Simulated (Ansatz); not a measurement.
Here is the system:

```
CSi
1.0
    3.07874     0.00000     0.00000
    0.00000     3.07874     0.00000
    1.53937     1.53937     2.17699
Si C
1 1
Direct
  0.75000   0.25000   0.50000
  0.00000   0.00000   0.00000
```

Space group of this cell: F-43m, zinc blende. The cell is taken as given.

All values below come from r2SCAN (plane waves, PAW; Ansatz, a quantum-chemistry and plane-wave program).

The current runs along the normal of the first two printed vectors; no spin-orbit coupling. Scaled by the factor s: both lengths across the current (ions clamped). Meshes 14×14×14 and 10×10 across the current in all rows.

```json
[
 {"s": "0.98", "mean pressure (GPa)": "10.3", "band gap (eV)": "?"},
 {"s": "1.00", "mean pressure (GPa)": "0.4", "band gap (eV)": "1.71"},
 {"s": "1.02", "mean pressure (GPa)": "-8.0", "band gap (eV)": "1.53"}
]
```

**Question.** Take the slope of the band gap against ln s from the two given rows, extrapolate to s = 0.98, and say what the run there gives.

**Answer.** Slope = (1.53 − 1.71) / ln 1.02 = -9.09 eV. The line gives 1.71 + (-9.09) × ln 0.98 = 1.89 eV. The run gives 1.57 eV, 0.32 eV under the line, 176 % of the predicted step.
